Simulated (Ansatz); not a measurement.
**A computed series for Zr: response to strain**

The reference is Zr in the hcp (Mg type) structure (space group P6_3/mmc, No. 194; a = 3.246 Å, c = 5.151 Å). Axes: x lies along a and z along c of the hexagonal cell.

Strains are applied to the cell and any free atomic positions relax; under biaxial strain the out-of-plane vector relaxes too; under stress the whole cell relaxes.

Method: r2SCAN, PAW, 500 eV (Ansatz, a program for electronic structure; no SOC).

Notes on the quantities. pressure: mean of the normal stresses, compression positive.

| case | pressure | volume per atom |
|---|---|---|
| base | 0.0 GPa | 23.50 Å³ |
| biaxial strain −2.39 %, plane normal [001], relaxed out of plane | 2.8 GPa | 22.81 Å³ |
| biaxial strain −0.35 %, plane normal [001], relaxed out of plane | 0.4 GPa | 23.40 Å³ |
| biaxial strain +0.84 %, plane normal [001], relaxed out of plane | -1.0 GPa | 23.75 Å³ |
| biaxial strain +1.13 %, plane normal [001], relaxed out of plane | [?] | 23.84 Å³ |
| biaxial strain +4.98 %, plane normal [001], relaxed out of plane | -5.0 GPa | 25.02 Å³ |
| isotropic strain +5.33 % | -11.5 GPa | 27.46 Å³ |
| uniaxial strain ε_xx = −0.83 % | 0.8 GPa | 23.31 Å³ |
| uniaxial strain ε_xx = −0.25 % | 0.2 GPa | 23.44 Å³ |
| uniaxial stress, 3 GPa compression along x | – | [?] |

Problem. Complete the table.

Solution. 
- biaxial strain +1.13 %, plane normal [001], relaxed out of plane, pressure: -1.3 GPa
- uniaxial stress, 3 GPa compression along x, volume per atom: 23.25 Å³

Without a gap, meshes like the base's 16×16×9 leave anisotropic stresses uncertain by several tenths of a GPa, and small strain energies with them. Stability under load was not tested beyond the relaxation. The final runs are not spin-polarised.
